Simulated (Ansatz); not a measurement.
# Rh: uniaxial strain ε_zz = −1.00 %

Start from Rh in the fcc (Cu type) structure (space group Fm-3m, No. 225; a = 3.755 Å; relaxed with 0.1 eV smearing). Axes: x, y, z lie along the cube axes.

Perturbation: the cell is compressed by 1.00 % along z with no lateral relaxation, atoms relaxed at fixed cell.

The values are results of Ansatz (a program for electronic structure), LDA, PAW, cutoff 420 eV, no spin-orbit coupling, not measurements. k-mesh 30×30×30 (Γ-centred); smearing 0.1 eV (Fermi–Dirac).

```json
[
 {"quantity": "space group", "base": "Fm-3m (No. 225)", "changed": "I4/mmm (No. 139)", "shift": "–"},
 {"quantity": "shortest interatomic distance", "base": "2.655 Å", "changed": "2.642 Å", "shift": "-0.013 Å"},
 {"quantity": "energy relative to the base (free energy F)", "base": "0 meV/atom", "changed": "+2.1 meV/atom", "shift": "+2.1 meV/atom"},
 {"quantity": "pressure (mean of the normal stresses, compression positive)", "base": "0.0 GPa", "changed": "3.3 GPa", "shift": "+3.3 GPa"},
 {"quantity": "band gap", "base": "zero", "changed": "zero", "shift": "–"},
 {"quantity": "stress (xx, yy, zz, yz, xz, xy; compression positive)", "base": "–", "changed": "(2.3, 2.3, 5.1, 0.0, 0.0, 0.0) GPa", "shift": "–"}
]
```

Final structure:

```
Rh
1.0
    0.00000     1.87756     1.85879
    1.87756     0.00000     1.85879
    1.87756     1.87756     0.00000
Rh
1
Cartesian
  0.00000   0.00000   0.00000
```

Cost of the whole job for the changed cell (relaxation, final SCF and bands): very roughly 50 core-seconds.

No phonon test of stability was made. All final runs are without spin polarisation.
